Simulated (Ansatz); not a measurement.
Consider CdSe in the zinc blende structure (space group F-43m, No. 216).

```xyz
2
Lattice="0.0000 3.0409 3.0409 3.0409 0.0000 3.0409 3.0409 3.0409 0.0000" Properties=species:S:1:pos:R:3 pbc="T T T"
Se     4.5614     4.5614     4.5614
Cd     0.0000     0.0000     0.0000
```

The values are results of PBEsol, PAW, 420 eV (Ansatz, a program for electronic structure; no spin-orbit coupling), not measurements.

Base values:

The band gap is 0.48 eV and the hole mass is 0.050, 0.66, 0.66 mₑ (at Γ). The pressure is 0.00 GPa.

The change: an isotropic linear strain of +1.46 %; the atoms relax in the strained cell.

### Question
What happens to the band gap?

### Answer
The band gap shrinks by 0.08 eV, from 0.48 eV to 0.40 eV.

### Question
Estimate the effect on the hole mass.

### Answer
The hole mass (degenerate bands, along [100]) changes from 0.050, 0.66, 0.66 mₑ (at Γ) to 0.043, 0.70, 0.70 mₑ (at Γ).

### Question
Estimate the effect on the pressure.

### Answer
The pressure goes from zero to -2.05 GPa.

Effective masses come from finite differences of ±0.01 Å⁻¹. Gaps are read on the SCF mesh and a high-symmetry path. No phonon test of stability was made.
